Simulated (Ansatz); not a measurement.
# Effect of isotropic strain −0.50 % on NaI

The parent structure is NaI in the rock salt structure (space group Fm-3m, No. 225; a = 6.528 Å).

The change: every lattice vector is shortened by 0.50 %; the atoms relax in the strained cell.

The values are results of Ansatz (a quantum-chemistry and plane-wave program), PBE, PAW, cutoff 420 eV, no spin-orbit coupling, not measurements. k-mesh 9×9×9 (Γ-centred); smearing 0.05 eV (Fermi–Dirac).

```json
[
 {"quantity": "volume per atom", "base": "34.78 Å³", "changed": "34.26 Å³", "shift": "-0.52 Å³"},
 {"quantity": "space group", "base": "Fm-3m (No. 225)", "changed": "Fm-3m (No. 225)", "shift": "–"},
 {"quantity": "energy relative to the base (free energy F)", "base": "0 meV/atom", "changed": "+0.4 meV/atom", "shift": "+0.4 meV/atom"},
 {"quantity": "band gap", "base": "3.58 eV", "changed": "3.62 eV", "shift": "+0.04 eV"},
 {"quantity": "gap character", "base": "direct at Γ", "changed": "direct at Γ", "shift": "–"},
 {"quantity": "mean gap deformation potential ΔEg/Δln V", "base": "–", "changed": "-2.6 eV", "shift": "–"},
 {"quantity": "width of the top valence band", "base": "0.89 eV", "changed": "0.91 eV", "shift": "+0.02 eV"},
 {"quantity": "electron mass", "base": "0.27 mₑ (at Γ)", "changed": "0.27 mₑ (at Γ)", "shift": "–"},
 {"quantity": "hole mass (degenerate bands, along [100])", "base": "0.39, 1.7, 1.7 mₑ (at Γ)", "changed": "0.39, 1.7, 1.7 mₑ (at Γ)", "shift": "–"},
 {"quantity": "valley order (the lowest conduction-band minima on the path, energy above the VBM, named in the base's zone)", "base": "Γ 3.58 eV; X along ⟨100⟩ 4.48 eV; L along ⟨111⟩ 5.09 eV", "changed": "Γ 3.62 eV; X along ⟨100⟩ 4.49 eV; L along ⟨111⟩ 5.10 eV", "shift": "–"}
]
```

Cost of the whole job for the changed cell (relaxation, final SCF and bands): roughly 6 core-seconds.

With I present, leaving out spin-orbit coupling can change the band edges. Masses are band curvatures over ±0.01 Å⁻¹ around the edge. No phonon test of stability was made.
